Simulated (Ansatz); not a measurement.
## GaP, response to strain

Start from GaP in the zinc blende structure (space group F-43m, No. 216).

```
CELL_PARAMETERS angstrom
      0.00000     2.71928     2.71928
      2.71928     0.00000     2.71928
      2.71928     2.71928     0.00000
ATOMIC_POSITIONS crystal
  Ga 0.00000 0.00000 0.00000
  P  0.25000 0.25000 0.25000
```

Cartesian axes are those of the cell as printed.

Strains are applied to the cell and any free atomic positions relax.

Method: plane-wave PAW DFT at the PBEsol level (Ansatz, an electronic-structure program, 420 eV), no spin-orbit coupling.

Notes on the quantities. energy relative to the base: free energy F.

```csv
change,shortest interatomic distance,smallest direct gap,band gap,energy relative to the base
base,2.355 Å,1.80 eV,1.45 eV,0 meV/atom
tensor shear ε_xy = +2.00 %,2.342 Å,1.57 eV,1.10 eV,+6.8 meV/atom
tensor shear ε_xy = +1.71 %,2.344 Å,1.61 eV,1.17 eV,+4.9 meV/atom
tensor shear ε_xy = +0.29 %,2.353 Å,1.77 eV,1.44 eV,+0.1 meV/atom
tensor shear ε_xy = +1.43 %,2.345 Å,1.65 eV,1.23 eV,+3.5 meV/atom
tensor shear ε_xy = +0.86 %,2.349 Å,1.72 eV,1.35 eV,+1.2 meV/atom
tensor shear ε_xy = +0.57 %,2.351 Å,1.75 eV,1.40 eV,+0.5 meV/atom
tensor shear ε_xy = +1.14 %,___,___,___,___
```

Question: Complete the table.

Answer: 
- tensor shear ε_xy = +1.14 %, shortest interatomic distance: 2.347 Å
- tensor shear ε_xy = +1.14 %, smallest direct gap: 1.68 eV
- tensor shear ε_xy = +1.14 %, band gap: 1.30 eV
- tensor shear ε_xy = +1.14 %, energy relative to the base: +2.2 meV/atom

Whether these cells are dynamically stable was not tested.
